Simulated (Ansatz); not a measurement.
**Ti2O3: biaxial strain −4.84 %, plane normal [001], relaxed out of plane**

The reference is Ti2O3 in the corundum structure (space group R-3c, No. 167; a = 5.0387 Å, c = 13.8814 Å (hexagonal axes)). Axes: x lies along a and z along c of the hexagonal cell.

Perturbation: biaxial strain −4.84 %, plane normal [001], relaxed out of plane (Cartesian); in-plane vectors clamped, the third vector and the atoms free.

The values are results of Ansatz (a quantum-chemistry and plane-wave program) PBEsol, no spin-orbit coupling, not measurements. k-mesh 11×11×11 (Γ-centred); smearing 0.05 eV (Fermi–Dirac).

```csv
quantity,base,changed,shift
volume per atom,10.17 Å³,9.68 Å³,-0.495 Å³
space group,R-3c (No. 167),R-3c (No. 167),–
energy relative to the base (free energy F),0 meV/atom,+58 meV/atom,+58 meV/atom
"pressure (mean of the normal stresses, compression positive)",0.0 GPa,13.1 GPa,+13.1 GPa
band gap,zero,zero,–
out-of-plane strain (rough),–,+5.05 %,–
mean in-plane stress (compression positive) (rough),–,+19.7 GPa,–
```

Final structure (turned so that z lies along the plane normal):

```
Ti2O3
1.0
    4.79479     0.00000     0.00000
    2.39739     4.15241     0.00000
    2.39739    -1.38414     4.86094
Ti O
4 6
Cartesian
  4.79479   2.76827   2.57175
  4.79479   0.00000   2.28919
  7.19218   1.38414   4.71966
  2.39739   1.38414   0.14128
  5.55132   1.45791   1.21524
  4.03825   1.31036   3.64571
  3.15393  -0.07378   1.21524
  6.43564   2.84205   3.64571
  3.28171   2.76827   1.21524
  6.30786   0.00000   3.64571
```

Without a gap, meshes like the base's 11×11×11 leave anisotropic stresses uncertain by several tenths of a GPa, and small strain energies with them. No phonon test of stability was made. No Hubbard U is applied, and correlation can decide whether such a compound is a metal. All final runs are without spin polarisation.
